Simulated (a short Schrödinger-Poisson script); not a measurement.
# Gated Al0.3Ga0.7N/GaN polarisation-induced gas

Stack: gated Al0.3Ga0.7N/GaN polarisation-induced gas, at 300 K.

| layer | material | thickness (nm) | Na (cm⁻³) |
|---|---|---|---|
| 1 | Al0.3Ga0.7N | 10 | - |
| 2 | GaN | 6000 | 3e14 |

Constants are typed, rounded textbook-type inputs, not results; the design itself was drawn at random and stands for no fabricated device. Al0.3Ga0.7N: permittivity 9.32, conduction-band edge (eV) 0.414, gap (eV) 4.021, electron mass (mₑ) 0.236, Nv at 300 K (cm⁻³) 4.6e19. GaN: permittivity 9.5, conduction-band edge (eV) 0, gap (eV) 3.43, Nv at 300 K (cm⁻³) 4.6e19.

Channel valleys (confinement mass, in-plane density-of-states mass, number): Γ 0.2, 0.2, 1. At the gate the conduction-band edge of layer 1 lies 1.23 eV − eVg above the Fermi level of the channel; the field vanishes at the back. Sheet of polarisation charge: +1.5e13 e/cm² at 10 nm from the gate. The barrier under the gate holds no holes. Gaps are held at their typed values at every temperature. Mesh 0.08 nm at interfaces.

Solved with a short Schrödinger-Poisson script written for these runs: 1D Poisson equation in equilibrium, electrons quantum, Hartree (BenDaniel-Duke, 40 states a valley, the channel's in-plane mass for all, wave functions free to enter the barrier), parabolic valleys, classical holes, full ionisation, no traps, pinning or gate leakage.

```tsv
Vg (V)	electrons (cm⁻²)	in the channel layer	C (μF/cm²)	Γ E0 (meV)	Γ E1 (meV)
0.5	1.14e13	1.04e13	0.761	-117.1	9.6
0.35	1.07e13	9.84e12	0.756	-109.8	12.2
0.2	9.97e12	9.25e12	0.752	-102.4	14.9
0.05	9.27e12	8.66e12	0.747	-95.0	17.6
-0.1	8.57e12	8.06e12	0.743	-87.5	20.2
-0.25	7.88e12	7.46e12	0.739	-79.9	22.9
-0.4	7.19e12	6.84e12	0.734	-72.2	25.7
-0.55	6.50e12	6.23e12	0.729	-64.4	28.5
-0.7	5.82e12	5.61e12	0.724	-56.5	31.4
-0.85	5.15e12	4.98e12	0.717	-48.3	34.3
-1	4.48e12	4.36e12	0.710	-39.8	37.5
-1.15	3.82e12	3.73e12	0.701	-30.9	40.9
-1.3	3.17e12	3.11e12	0.690	-21.4	44.6
-1.45	2.53e12	2.49e12	0.675	-10.9	48.9
-1.6	1.91e12	1.89e12	0.654	1.0	54.2
-1.75	1.31e12	1.30e12	0.621	15.6	61.2
-1.9	7.55e11	7.51e11	0.563	35.4	72.3
-2.05	2.81e11	2.80e11	0.431	68.4	94.4
```

Subbands count from the Fermi level.
